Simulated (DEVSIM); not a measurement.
Device: CdS/CdTe n-p heterojunction, at 300 K.

| layer (left to right) | material | thickness (μm) | Nd (cm⁻³) | Na (cm⁻³) | τn (s) | τp (s) |
|---|---|---|---|---|---|---|
| 1 | CdS | 0.290 | 4.6e17 | - | 5.7e-10 | 5.7e-10 |
| 2 | CdTe | 0.180 | - | 6.3e15 | 5.7e-10 | 5.7e-10 |

Left contact: ohmic. Right contact: ohmic. Voltage is applied to the left contact. Recombination: SRH at mid-gap, Auger. Mobility is μmin + (μ − μmin)/(1 + (N/Nref)^α).

The device is made up for the run: typed textbook-type constants, with dimensions and the other settings drawn at random. Values at 300 K.

```tsv
parameter	CdS	CdTe
gap (eV)	2.4	1.5
affinity (eV)	4.3	4.28
permittivity	9	10.2
Nc (cm⁻³)	2.2e18	8e17
Nv (cm⁻³)	1.8e19	1.8e19
μn (cm²/Vs)	300	1000
μp (cm²/Vs)	25	80
μn,min	30	100
μp,min	3	10
Nref,n	1e17	1e17
Nref,p	1e17	1e17
αn	0.6	0.6
αp	0.6	0.6
Cn (cm⁶/s)	1e-30	1e-30
Cp (cm⁶/s)	1e-30	1e-30
```

DEVSIM, 1D drift-diffusion, Boltzmann statistics, complete ionisation; no tunnelling, impact ionisation, image-force lowering or self-heating. Band offsets follow the typed affinities; no thermionic-emission limit at abrupt steps, no polarisation charge.

The doping Nd of layer 1 was swept, all else fixed.

| doping Nd of layer 1 (cm^-3) | potential step across the device at zero bias (V) | largest field in the device at zero bias (V/cm) | dark forward voltage at 1 A/cm² (V) | dark forward voltage at 100 A/cm² (V) |
|---|---|---|---|---|
| 1.4e16 | 1.144 | 52000 | 0.959 | 1.105 |
| 4.6e16 | 1.174 | 68000 | 0.948 | 1.093 |
| 1.4e17 | 1.203 | 78000 | 0.941 | 1.086 |
| 4.6e17 | 1.234 | 84000 | 0.936 | 1.080 |

From the first row to the last the potential step across the device at zero bias goes from 1.144 to 1.234. From the first row to the last the largest field in the device at zero bias goes from 52000 to 84000.
